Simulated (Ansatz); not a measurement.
Structure of amorphous Hf$_{18}$O$_{39}$Y$_{2}$ (periodic cell):

```xyz
59
Lattice="9.2460 -0.0204 -0.1873 -0.0204 9.0426 0.2133 -0.1873 0.2133 9.2501" Properties=species:S:1:pos:R:3 pbc="T T T"
Hf     8.7082     3.6034     8.6746
Hf     2.2261     4.8988     2.3077
Hf     8.1974     2.1013     5.7029
Hf     7.0112     0.7536     2.9890
Hf     4.7136     0.8762     5.8727
Hf     4.3547     2.0558     2.0222
Hf     4.6191     8.4810     0.1774
Hf     4.5788     7.4452     3.6165
Hf     0.3194     6.7853     9.1791
Hf     5.8245     4.1744     4.1315
Hf     2.9810     3.7324     8.2379
Hf     5.6002     4.8980     0.7850
Hf     1.7879     0.7277     7.6046
Hf     1.2298     0.9300     1.5962
Hf     0.3639     5.2491     5.6991
Hf     3.5516     6.4494     6.6064
Hf     0.7403     8.5344     4.9635
Hf     7.9851     6.8054     2.3836
O      6.5651     7.8189     3.5249
O      1.9130     4.7434     0.2158
O      8.8806     6.7715     4.2772
O      2.5993     4.6333     6.4335
O      6.6796     5.2909     2.6140
O      4.7557     5.7400     4.9208
O      6.2282     2.6260     2.7604
O      7.6010     4.0517     5.1347
O      3.0068     6.5980     2.7539
O      4.2696     4.2388     2.4346
O     -0.0215     0.3418     6.6508
O      4.6196     0.4844     3.3425
O      2.9633     8.0491     8.0849
O      4.3224     8.0232     5.5863
O      7.9020     7.0586     0.1711
O      4.3386     5.5276     8.2296
O      1.7098     8.8232     3.3150
O      7.6183     2.3303     7.6409
O      5.1520     6.9209     1.2295
O      6.5588     1.0586     5.0972
O      2.3262     0.6700     5.5663
O      3.4908     1.9666     7.2801
O      4.6747     3.0831     0.2424
O      4.4949     2.7859     4.9172
O      5.6026     9.1741     7.8492
O      8.4559     8.8043     2.0543
O      8.8786     1.2180     3.9505
O      7.3544     4.3541     0.1243
O      2.3305     2.5268     2.5135
O      0.6679     8.8266     9.3864
O      0.6284     3.1576     6.2877
O      5.9835     0.6451     1.0496
O      0.4599     5.9655     1.8292
O      3.2365     0.6321     0.7985
O      1.3835     2.4325     8.7486
O      8.8305     2.0750     0.9433
O      1.6055     6.9409     6.0509
O      1.2851     4.5287     4.0281
O      9.0520     5.4655     7.5081
Y      2.3253     2.8010     4.8821
Y      7.5438     0.4921     8.9132
```

Method: PBE, scalar-relativistic without spin-orbit coupling (plane waves to 420 eV, PAW; Ansatz, a program for electronic structure).

It comes from a melt-quench run on a machine-learned potential (CHGNet), relaxed afterwards by DFT. O atoms were pushed apart under 1.9 Å during the dynamics, to hinder bonds among them. The hot cell started wider than the set density and was brought back towards it in steps. It is the lowest in DFT energy of 2 quenches. It is a model cell: composition and starting density were chosen by hand, and all elements were melted together. No dispersion term was used. Its density started from a set value of 8.63 and ended at 8.63 g/cm³. Cooling (nominally 450 K/ps over its main leg) ran many orders faster than in experiment, which tends to leave more defects and strain. A cell of this size samples the disorder only roughly. The volume was held where the preparation left it and the shape relaxed, at a PBE pressure of 3.5 GPa. Stress components on the final sampling reach 3.5 GPa.

Bonds are counted up to Hf-Hf 3.34 Å, Hf-O 2.64 Å, Hf-Y 3.54 Å, O-O 1.58 Å, O-Y 2.82 Å, Y-Y 3.74 Å. Two cations that share two anions don't count as bonded, nor two that share one unless they lie closer than Hf-Hf 3.25 Å, Hf-Y 3.45 Å, Y-Y 3.64 Å.

Give the coordination numbers, mean bond lengths and angles.


```
Property                                                          Result
---------------------------------  -------------------------------------
Mean coordination of Hf by anions   6.11 (3 with 5, 10 with 6, 5 with 7)
Mean coordination of O             3.18 (3 with 2, 26 with 3, 10 with 4)
Mean coordination of Y by anions                         7.00 (2 with 7)
Mean Hf-O bond                     2.127 Å (spread 0.125 Å, 110 counted)
Mean O-Y bond                       2.348 Å (spread 0.157 Å, 14 counted)
Bond angle at Hf                               mean 102.9°, spread 28.7°
Bond angle at O                                mean 113.0°, spread 17.8°
Bond angle at Y                                 mean 99.6°, spread 30.1°
```

List the pairs of like atoms that count as bonded by the rules above.

There are none by these rules.
